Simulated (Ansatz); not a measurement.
Functionals compared on NH2 on the 1x1 (0001) surface of corundum (cut with top plane Al), one in a 1x1 cell, started at the site 'top Al', in Ansatz (plane waves, PAW). The structure was relaxed with PBE; the other rows are single points on it, each with its references at the same level. Cutoff 420 eV (500 eV for r2SCAN). The points keep PBE's geometry, so the relaxation of a polaron and the settling of charge on one site are left out. HSE06 used the coarser mesh 4x4x1.

Host crystal: corundum, with a band gap (PBE, scalar-relativistic without spin-orbit coupling).

Slab: 23 atoms, 6.7 Å thick at the start under the adsorbate (thin: gaps and levels are the slab's own); k 6x6x1, smearing 0.01 eV, dipole-corrected; 9 atoms held, the rest relaxed; no symmetry held; spin-polarised, ending with about 1.0 μB a cell, a value that depends on the mesh; orders that need a larger cell were not tried, no spin-orbit, no U, no dispersion correction. The slab shows no gap over 0.04 eV on its mesh. It is one chosen start, not shown to be the lowest state of the adsorbate. These notes are the PBE run's. r2SCAN: The program's check for a lower electronic state was not made. HSE06: The program's check for a lower electronic state was not made. Adsorption energies are against NH3(g) − ½ H2(g). A negative adsorption energy means that the adsorbate is more stable on the surface than in its reference.

```
functional  adsorption energy (eV)
----------  ----------------------
PBE                           1.13
RPBE                          1.13
r2SCAN                        1.16
HSE06                         1.76
```

Ansatz is a program for electronic structure.
